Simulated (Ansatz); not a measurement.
AlB2-type ErB2

The numbers are results of PBEsol (Ansatz, a first-principles code, PAW), not measurements.

Run with plane-wave cutoff 500 eV, 18×18×10 k mesh (along the axes of the cell as run), Fermi–Dirac smearing 0.05 eV, spin-polarised start, scalar-relativistic PAW data made under PBE.

Cell: relaxed at this level.

equilibrium volume per atom: 11.29 Å³/atom
equilibrium lattice constant a: 3.213 Å
c axis length: 3.790 Å
band gap: none

Note: the magnetic order was assumed, not searched for or taken from measurement; the 4f shell is treated without U or exact exchange, so its levels and filling can be wrong.

Spin–orbit coupling is not included.

Computed values are for the static lattice.
